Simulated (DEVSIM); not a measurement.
**GaAs p-n junction from an implanted or diffused profile**

Structure: GaAs p-n junction from an implanted or diffused profile, at 300 K.

```tsv
layer (left to right)	material	thickness (μm)	Nd (cm⁻³)	τn (s)	τp (s)
1	GaAs	29.0	6.2e15	1.2e-8	1.2e-8
```

Added acceptor profile: 7.6e17 cm⁻³ × exp(−(x − 0 μm)²/(2·(0.17 μm)²)). Left contact: ohmic. Right contact: ohmic. Voltage is applied to the left contact. Recombination: SRH at mid-gap. Mobility is constant in doping.

Constants are typed, rounded textbook-type inputs, not results; the design itself was drawn at random and stands for no fabricated device. Values at 300 K.

| parameter | GaAs |
|---|---|
| gap (eV) | 1.424 |
| affinity (eV) | 4.07 |
| permittivity | 12.9 |
| Nc (cm⁻³) | 4.7e17 |
| Nv (cm⁻³) | 9e18 |
| μn (cm²/Vs) | 8500 |
| μp (cm²/Vs) | 400 |

DEVSIM, 1D drift-diffusion, Boltzmann statistics, complete ionisation; no tunnelling, impact ionisation, image-force lowering or self-heating.

The potential step across the device at zero bias is 1.248 V, the dark forward voltage at 1 A/cm² is 1.000 V and the dark forward voltage at 100 A/cm² is 1.154 V.

Dark reverse current:

| V (V) | J (A/cm²) |
|---|---|
| -0.10 | -6.5e-11 |
| -0.25 | -1.3e-10 |
| -0.50 | -2.2e-10 |
| -0.75 | -3.1e-10 |
| -1.00 | -3.9e-10 |
| -1.50 | -5.2e-10 |
| -2.00 | -6.4e-10 |
| -2.50 | -7.5e-10 |
| -3.25 | -9.0e-10 |
| -4.00 | -1.0e-9 |
| -5.00 | -1.2e-9 |

Dark forward current:

(V (V), J (A/cm²)): (0.05, 7.7e-11); (0.10, 2.7e-10); (0.15, 7.8e-10); (0.20, 2.2e-9); (0.30, 1.6e-8); (0.35, 4.4e-8); (0.40, 1.2e-7); (0.45, 3.3e-7); (0.50, 9.2e-7); (0.55, 2.6e-6); (0.60, 7.3e-6); (0.70, 6.5e-5); (0.75, 0.00022); (0.80, 0.00090); (0.85, 0.0043); (0.90, 0.024); (0.95, 0.15); (1.05, 6.2); (1.10, 30); (1.15, 94); (1.20, 200); (1.25, 340); (1.30, 510); (1.35, 710); (1.45, 1200); (1.50, 1500); (1.55, 1800); (1.60, 2100)
